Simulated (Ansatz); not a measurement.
The starting structures come from a database of crystals and need not be the phases stable at ambient conditions.

Tunnelling through a barrier is set by its complex band structure: the current falls as exp(−2κd) with the smallest κ.

Input:

```
CELL_PARAMETERS angstrom
      6.58136     0.00000     0.00000
      0.00000     6.75063     0.00000
     -0.04336     0.00000     9.36716
ATOMIC_POSITIONS crystal
  K  0.00000 0.00000 0.50000
  K  0.50000 0.50000 0.00000
  Rb 0.48920 0.04378 0.75186
  Rb 0.51080 0.95622 0.24814
  Rb 0.01080 0.54378 0.74814
  Rb 0.98920 0.45622 0.25186
  Y  0.00000 0.00000 0.00000
  Y  0.50000 0.50000 0.50000
  F  0.82322 0.73289 0.05383
  F  0.17678 0.26711 0.94617
  F  0.67678 0.23289 0.44617
  F  0.32322 0.76711 0.55383
  F  0.27096 0.81814 0.95888
  F  0.72904 0.18186 0.04112
  F  0.22904 0.31814 0.54112
  F  0.77096 0.68186 0.45888
  F  0.41038 0.53881 0.27507
  F  0.58962 0.46119 0.72493
  F  0.08962 0.03881 0.22493
  F  0.91038 0.96119 0.77507
```

Space group of this cell: P2_1/c. The cell is taken as given; by r2SCAN its mean pressure is -2.1 GPa.

Transport runs along the normal of the first two printed cell vectors.

The gap is the functional's own. No spin-orbit coupling. Mid-gap values are interpolated on the energy grid.

Estimate the band gap and the smallest decay constant κ at mid-gap that Ansatz (a first-principles code) with r2SCAN returns for this system.

Gap 7.11 eV on a 6×6×4 mesh; κ = 0.534 1/Å, at the zone centre.
